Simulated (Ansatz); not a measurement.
The starting structures come from a database of crystals and need not be the phases stable at ambient conditions.

 Where the default PAW files enter, the runs use the earlier of Ansatz's two default sets.

**Evanescent states of KRb2InF6 (Fm-3m, not sure to be the ambient phase, 10 atoms a cell, 20.1 Å³ an atom, -2 GPa at this level) along the normal of (111)**

Computed with PBEsol (plane waves, PAW; Ansatz, a quantum-chemistry and plane-wave program).

The gap is the functional's own, uncorrected, and κ follows it; spin-orbit coupling is left out. Mid-gap values are interpolated between the computed energies.

Energies count from the valence-band top; κ is the least over a 6×6 mesh across the current.

```csv
E (eV),κ (1/Å),where
0.12,0.227,off Γ
0.36,0.369,off Γ
0.60,0.430,Γ
0.84,0.455,Γ
1.08,0.472,Γ
1.32,0.484,Γ
1.56,0.491,Γ
1.80,0.494,Γ
2.04,0.494,Γ
2.28,0.490,Γ
2.52,0.484,Γ
2.76,0.475,Γ
3.00,0.463,Γ
3.24,0.449,Γ
3.48,0.431,Γ
3.72,0.409,Γ
3.96,0.383,Γ
4.20,0.352,Γ
4.44,0.314,Γ
4.68,0.267,Γ
4.92,0.202,Γ
5.16,0.085,Γ
```

Q: How thick must the barrier be to attenuate the transmission by 10^8 when the electrodes' Fermi level lies at 3.00 eV, and what attenuation does that film give at 2.28 eV?

A: d = 8 ln 10 / (2 × 0.463) = 19.9 Å. At 2.28 eV it gives 8 × 0.490/0.463 = 8.5 decades.
